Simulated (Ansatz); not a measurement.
Start from CdSe in the wurtzite structure (space group P6_3mc, No. 186; a = 4.3019 Å, c = 7.0210 Å).

The values are results of PBEsol/PAW in Ansatz (an electronic-structure program), no spin-orbit coupling, not measurements.

Before the change:

The shortest interatomic distance is 263.3 pm and the valence-band top at Γ comes out as 0.00, 0.00, -0.05 eV.

One thing is altered: a hydrostatic pressure of 0.9 GPa.

How does this affect the shortest interatomic distance, valence-band top at Γ and mean gap deformation potential ΔEg/Δln V?

The shortest interatomic distance decreases by 1.43 pm, from 263.3 pm to 261.8 pm; the valence-band top at Γ (three highest levels, from the VBM) goes from 0.00, 0.00, -0.05 eV to 0.00, 0.00, -0.06 eV; the mean gap deformation potential ΔEg/Δln V amounts to -2.0 eV.

Load acts through the strain it causes; cell and atoms are relaxed under it. Whether these cells are dynamically stable was not tested.
